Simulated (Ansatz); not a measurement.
**AlRu: pressure 0.3 GPa**

Start from AlRu in the CsCl type structure (space group Pm-3m, No. 221; a = 2.983 Å).

Perturbation: a hydrostatic pressure of 0.3 GPa.

Method: DFT with r2SCAN, PAW potentials and a 500 eV plane-wave cutoff in Ansatz (a program for electronic structure), no spin-orbit coupling. Γ-centred 16×16×16 mesh, Fermi–Dirac width 0.05 eV.

| quantity | base | changed | shift |
|---|---|---|---|
| volume per atom | 13.27 Å³ | 13.25 Å³ | -0.02 Å³ |
| density | 8.01 g/cm³ | 8.03 g/cm³ | +0.011 g/cm³ |
| lattice parameter a | 2.983 Å | 2.981 Å | -0.0013 Å |
| shortest interatomic distance | 2.583 Å | 2.582 Å | -0.001 Å |
| enthalpy H = E + PV relative to the base's energy | – | +0.02 eV/atom | – |
| band gap | zero | zero | – |

Final structure:

```
AlRu
1.0
    2.98118     0.00000     0.00000
    0.00000     2.98118     0.00000
    0.00000     0.00000     2.98118
Al Ru
1 1
Cartesian
  0.00000   0.00000   0.00000
  1.49059   1.49059   1.49059
```

Cost of the whole job for the changed cell (relaxation, final SCF and bands): roughly 27 core-seconds.

Load acts through the strain it causes; cell and atoms are relaxed under it. Stability against distortions was not tested. All final runs are without spin polarisation.
